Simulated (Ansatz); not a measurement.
Functionals compared on the (21-32) surface of hcp Hf in its 1x1 cell, outermost plane spacing 0.65 Å in the ideal cut, in Ansatz (plane waves, PAW). The structure was relaxed with PBE; the other rows are single points on it, each with its references at the same level. Cutoff 420 eV (500 eV for r2SCAN).

Slab: 22 atoms, 10.3 Å thick at the start (thin: gaps and levels are the slab's own); k 7x5x1, smearing 0.1 eV, dipole-corrected; all atoms relaxed; symmetry of the start imposed; no spin, no spin-orbit, no U. These notes are the PBE run's.

| functional | surface energy (J/m²) | work function of the top face (eV) | rough cost of the single point |
|---|---|---|---|
| PBE | 1.93 | 3.62 | – |
| LDA | 2.15 | 3.85 | roughly 19 core-minutes |
| PBEsol | 2.10 | 3.69 | roughly 18 core-minutes |
| RPBE | 1.81 | 3.50 | roughly 16 core-minutes |
| r2SCAN | ___ | ___ | about 30 core-minutes (a rough figure) |

### Question
Some entries are withheld; supply them.

### Answer

- r2SCAN, surface energy (J/m²): 2.12
- r2SCAN, work function of the top face (eV): 3.63

Ansatz is an electronic-structure program.
